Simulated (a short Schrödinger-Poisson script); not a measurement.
**Symmetric double-gate stack, SiO2 on p-type Si(111)**

Structure: symmetric double-gate stack, SiO2 on p-type Si(111), at 300 K.

```tsv
layer	material	thickness (nm)	Na (cm⁻³)
1	SiO2	0.78	-
2	Si	2	2e15
3	SiO2	0.78	-
```

The device is made up for the run: typed textbook-type constants, with dimensions and the other settings drawn at random. SiO2: permittivity 3.9, conduction-band edge (eV) 3.15, gap (eV) 9, electron mass (mₑ) 0.5. Si: permittivity 11.7, conduction-band edge (eV) 0, gap (eV) 1.124, Nv at 300 K (cm⁻³) 3.1e19.

Channel valleys (confinement mass, in-plane density-of-states mass, number): Δ6 0.258, 0.358, 6. At the gates, both at one voltage, the conduction-band edge of layer 1 lies 3.76 eV − eVg above the Fermi level of the channel. Gaps are held at their typed values at every temperature. Mesh 0.03 nm at interfaces.

Solved with a short Schrödinger-Poisson script written for these runs: 1D Poisson equation in equilibrium, electrons quantum, Hartree (BenDaniel-Duke, 12 states a valley, the channel's in-plane mass for all, wave functions ending at the dielectric), parabolic valleys, classical holes, full ionisation, no traps, pinning or gate leakage.

| Vg (V) | electrons (cm⁻²) | C (μF/cm²) | Δ6 E0 (meV) | Δ6 E1 (meV) |
|---|---|---|---|---|
| 0.55 | 1.73e6 | < 0.003 | 424.3 | 1516.2 |
| 0.6 | 1.19e7 | < 0.003 | 374.3 | 1466.2 |
| 0.65 | 8.26e7 | < 0.003 | 324.3 | 1416.2 |
| 0.7 | 5.71e8 | 0.00361 | 274.3 | 1366.2 |
| 0.75 | 3.94e9 | 0.0248 | 224.4 | 1316.3 |
| 0.8 | 2.67e10 | 0.165 | 174.9 | 1266.8 |
| 0.85 | 1.63e11 | 0.896 | 128.0 | 1219.8 |
| 0.9 | 6.99e11 | 2.68 | 90.1 | 1181.4 |
| 0.95 | 1.80e12 | 4.28 | 65.1 | 1155.2 |
| 1 | 3.29e12 | 5.16 | 48.7 | 1137.4 |
| 1.05 | 4.98e12 | 5.65 | 37.0 | 1124.0 |
| 1.1 | 6.79e12 | 5.93 | 27.9 | 1113.2 |
| 1.15 | 8.67e12 | 6.12 | 20.5 | 1103.9 |
| 1.2 | 1.06e13 | 6.25 | 14.1 | 1095.7 |
| 1.25 | 1.26e13 | 6.34 | 8.5 | 1088.2 |
| 1.3 | 1.46e13 | 6.41 | 3.5 | 1081.3 |

Gate voltages with under 1e6 electrons/cm² are left out.

Subbands count from the Fermi level. The capacitance is that of both gates.
